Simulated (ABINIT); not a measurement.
# Several settings converged on MgS (I4mm, 2 atoms in the cell)

```
CELL_PARAMETERS angstrom
      0.00000     2.60780     2.60780
      2.60780     0.00000     2.60780
      2.60780     2.60780     0.00000
ATOMIC_POSITIONS crystal
  Mg 0.00959 0.00959 0.99041
  S  0.50000 0.50000 0.50000
```

Base method: LDA (PW92), norm-conserving pseudopotentials (PseudoDojo nc-sr-04 LDA standard) (plane waves; ABINIT).

Base settings: pseudos = [Mg.upf, S.upf]; ecut = 84 Ry; occopt = 3; tsmear = 0.05 eV; ngkpt = 4 4 4; nshiftk = 1; shiftk = 0 0 0; potentials = PseudoDojo nc-sr-04 LDA standard; nband = 13; kptopt = 1.

The count of work is k-points × plane waves × bands × iterations; it is no time. Core times come from one kind of shared machine, to one figure; runs under 30 s give none.

**The k-point mesh**

The second cell is the first with its lattice scaled by 0.98.

Only quantities that move along the ladder and can be compared are tabulated.

```tsv
ngkpt	free energy less the last step's (meV/atom)	energy of the compressed cell less the first (meV/atom)	pressure (GPa)	largest difference of a force vector from the last step's (eV/Å)	gap on the mesh (eV)	count of work / last	core time / last (rough)
2 2 2	727.28	38.86	3.19	0.040	2.166	0.0036	–
4 4 4	26.03	-6.15	-3.23	0.003	2.519	0.024	–
5 5 5	6.23	-8.15	-3.51	0.001	2.955	0.033	–
7 7 7	0.46	-8.83	-3.60	0.000	2.762	0.073	0.08
9 9 9	0.04	-8.88	-3.60	0.000	2.678	0.14	0.2
12 12 12	0.00	-8.89	-3.61	0.000	2.548	0.30	0.4
14 14 14	0.00	-8.89	-3.61	0.000	2.548	0.44	0.5
16 16 16	0.00	-8.89	-3.61	0.000	2.548	0.63	0.6
19 19 19	0.00	-8.89	-3.61	0.000	2.577	1.0	1
```

Coarsest ngkpt that holds the free energy within 0.5 meV/atom of the last step, with all finer ones: 7 7 7, at 0.073 of the last step's count of work and about 0.08 of the last step's time; the step before is off by 6.2 meV/atom.

Coarsest ngkpt that holds the energy of the compressed cell less the first within 1 meV/atom of the last step, with all finer ones: 5 5 5, at 0.033 of the last step's count of work; the step before is off by 2.7 meV/atom.

The energy difference between the two cells stays within 1 meV/atom of the last step's from 5 5 5 on, the total only from 7 7 7 on: much of the error is common to both cells and cancels.

The gap on the mesh jumps up and down from mesh to mesh; it is no smooth measure of convergence.

**The width of Fermi-Dirac smearing**

The mesh stays at the base's, so the ladder's end is converged at best in this setting alone.

Only quantities that move along the ladder and can be compared are tabulated.

| tsmear | free energy less the last step's (meV/atom) | pressure (GPa) |
|---|---|---|
| 1 eV | -199.07 | -0.35 |
| 0.5 eV | -12.00 | -2.91 |
| 0.2 eV | -0.05 | -3.22 |
| 0.1 eV | 0.00 | -3.23 |
| 0.02 eV | 0.00 | -3.23 |

Widest tsmear that holds the pressure within 0.5 GPa of the last step, with all finer ones: 0.5 eV; the step before is off by 2.9 GPa.

Widest tsmear that holds the free energy within 5 meV/atom of the last step, with all finer ones: 0.2 eV; the step before is off by 12 meV/atom.

**The setting tolerance**

The mesh stays at the base's, so the ladder's end is converged at best in this setting alone.

Only quantities that move along the ladder and can be compared are tabulated.

```tsv
toldfe	pressure (GPa)
0.0001 Ha	-3.38
1e-05 Ha	-3.23
1e-06 Ha	-3.23
1e-08 Ha	-3.23
1e-09 Ha	-3.23
```

Coarsest toldfe that holds the pressure within 0.1 GPa of the last step, with all finer ones: 1e-05 Ha; the step before is off by 0.16 GPa.

On the base run: the starting cell has typed, rounded lattice constants, without a prior relaxation at this level. Its lattice was rescaled by up to half a per cent. One atom was moved a little off its site on purpose. In the base run, with a pressure of about -3 GPa the cell is away from its equilibrium volume at this level.

Left out of this page: 3 runs of the series outside the window shown, repeating another row's setting, or not comparable.
